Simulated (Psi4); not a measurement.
Psi4 1.11, PBE/def2-svp: Cd(Br)(SH)(NH3)2 ([NH3]->[Cd](<-[NH3])([SH])[Br]), 12 atoms. The geometry is a generated start, not checked to be a minimum at this level.

```json
{
 "task": "energy",
 "method": "pbe",
 "basis": "def2-svp",
 "memory": "3 GB",
 "maxiter": "100",
 "keys_of_the_molecule_block": "symmetry c1",
 "scf_type": "df (default)",
 "e_convergence": "1e-06 (default)",
 "d_convergence": "1e-06 (default)",
 "dft_radial_points": "75 (default)",
 "dft_spherical_points": "302 (default)",
 "effective_core_potentials": "those of the basis set, past Kr",
 "basis_functions": "144",
 "grid_points": "257774"
}
```

```xyz
12

Cd    -0.7205     0.2768     0.6986
Br    -1.9078     1.8413    -0.8530
S     -0.1930    -0.4841     2.9504
H     -0.3929     0.7121     3.5003
N      1.5622     1.1247    -0.2243
H      2.3992     0.8871     0.3015
H      1.4842     2.1398    -0.2385
H      1.7049     0.8287    -1.1863
N     -0.9446    -1.6527    -1.0282
H     -1.5422    -2.4255    -0.7493
H     -0.0649    -2.0517    -1.3447
H     -1.3847    -1.1964    -1.8263
```

Charge 0 and multiplicity 1 are set for this test and not shown to be the ground state.

With the defaults (diis = true, scf_initial_accelerator = adiis, damping_percentage = 0, guess = auto, which took SAD, diis_max_vecs = 10, soscf = false, level_shift = 0, level_shift_cutoff = 0.01) it converges in 10 SCF iterations. One run each on 2 threads, with these changes:
- guess = gwh
- guess = huckel
- soscf = true
- damping_percentage = 20
- diis = false, scf_initial_accelerator = none, damping_percentage = 60
- level_shift = 0.5, level_shift_cutoff = 0.001
- scf_initial_accelerator = ediis
- diis_max_vecs = 6
- guess = sapgau

Problem. Which runs fail or end elsewhere than the default run?

Solution. No convergence: diis = false, scf_initial_accelerator = none, damping_percentage = 60 (the run ends without SCF convergence in 100 iterations). The rest reach the solution of the defaults.

```csv
setting,SCF iterations,JK calls,end
soscf = true,7,23,same solution
the defaults,10,11,same solution
diis_max_vecs = 6,10,11,same solution
scf_initial_accelerator = ediis,10,11,same solution
"level_shift = 0.5, level_shift_cutoff = 0.001",10,11,same solution
guess = huckel,11,43,same solution
guess = sapgau,15,15,same solution
damping_percentage = 20,20,21,same solution
guess = gwh,21,21,same solution
"diis = false, scf_initial_accelerator = none, damping_percentage = 60",100,101,no convergence
```

An SOSCF iteration holds several JK calls; a Hückel guess adds calls on atoms.
